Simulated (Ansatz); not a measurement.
Data:

```
Sr2ZnMoO6
1.0
   -2.69702     2.69702     3.92491
    2.69702    -2.69702     3.92491
    2.69702     2.69702    -3.92491
Sr Zn Mo O
2 1 1 6
Direct
  0.25000   0.75000   0.50000
  0.75000   0.25000   0.50000
  0.50000   0.50000   0.00000
  0.00000   0.00000   0.00000
  0.28843   0.19659   0.48502
  0.71157   0.80341   0.51498
  0.19659   0.71157   0.90815
  0.80341   0.28843   0.09185
  0.24154   0.24154   0.00000
  0.75846   0.75846   0.00000
```

No spin polarisation.

Computed with DFT with r2SCAN, PAW potentials and a 500 eV plane-wave cutoff in Ansatz (a program for electronic structure), no spin-orbit coupling, earlier PAW set. Γ-centred 8×8×8 mesh, Fermi–Dirac width 0.05 eV.

**Question.** Predict the gap character.

**Answer.** Indirect, N → X.

**Question.** Estimate the band gap.

**Answer.** 2.33 eV.

**Question.** Predict the smallest direct gap.

**Answer.** 2.60 eV.

Load acts through the strain it causes; cell and atoms are relaxed under it. Whether these cells are dynamically stable was not tested. Competing high-pressure phases were not computed. The cell was made from Sr2ZnMoO6 (space group I4/m, No. 87) by this change: pressure 15 GPa.
